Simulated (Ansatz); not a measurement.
Amorphous Hf10Al10O35, 55 atoms at 6.50 g/cm³, one PBE-relaxed geometry, zone centre. Methods: PBE, scalar-relativistic without spin-orbit coupling (Ansatz, a first-principles code); r2SCAN, scalar-relativistic without spin-orbit coupling (Ansatz). Plane waves to 420 eV (r2SCAN 500 eV). At PBE the levels at the filled edge of the gap are localised (band-tail or defect states), and the nearest spread-out levels lie 4.1 eV apart at the zone centre. All rungs ran without spin polarisation.

It comes from a melt-quench run on a machine-learned potential (CHGNet), relaxed afterwards by DFT. O atoms were pushed apart under 1.9 Å during the dynamics, to hinder bonds among them. It is the lowest in DFT energy of 2 quenches. It is a model cell: composition and starting density were chosen by hand, and all elements were melted together. No dispersion term was used. Its density started from a set value of 6.50 and ended at 6.50 g/cm³. The quench (nominally 150 K/ps over its main leg) was far faster than any real one, so the model tends to hold more defects than a real film. A cell of this size samples the disorder only roughly. The volume was free in the relaxation, at fixed shape. Stress components on the final sampling reach 3.8 GPa.

The relaxation ran on one k-point at (1/4, 1/4, 1/4). At PBE the level gap is 3.44 eV on a 2×2×2 Γ-centred mesh, and the spacing at the zone centre alone 3.44 eV.

**Question.** What zone-centre spacing does r2SCAN give, roughly?

**Answer.** 3.97 eV (+0.54 eV against PBE).

The highest filled and the lowest empty state spread over these numbers of atoms (participation numbers): PBE: 4.9 and 41.9; r2SCAN: 4.9 and 37.8.
